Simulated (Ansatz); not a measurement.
Structures of equal composition on the (111) surface of fcc Ni, ferromagnetic: a layer of Ga in place of the second plane; a layer of Ga in place of the third plane. The slabs share one bottom face, and each structure is named by its start. These are constructed structures in small cells; real faces may alloy, dewet or reconstruct in larger ones, and not all known structures of the face are among them. Slabs of about 10 Å with all that they carry, Fermi-Dirac smearing of 0.1 eV. Bottom of the slabs: a bare face, its two planes held. Relaxed from the named starts with such symmetry as they have, on meshes of like density; energies extrapolated to zero smearing; no spin-orbit coupling, no U. Spin-polarised runs, if any, are marked in brackets, and their order is one that fits the cell; the others ran without spin. Where a second, spin-polarised start was run, the lower counts.

The numbers are results of PBE (plane waves to 420 eV, PAW; Ansatz, a first-principles code), not measurements.

Q: Put the candidates in order of energy per 1x1 cell, lowest first, for PBE.

A: a layer of Ga in place of the second plane (0.000 eV [spin, 2.4 μB a cell]), a layer of Ga in place of the third plane (0.075 eV [spin, 2.5 μB a cell])
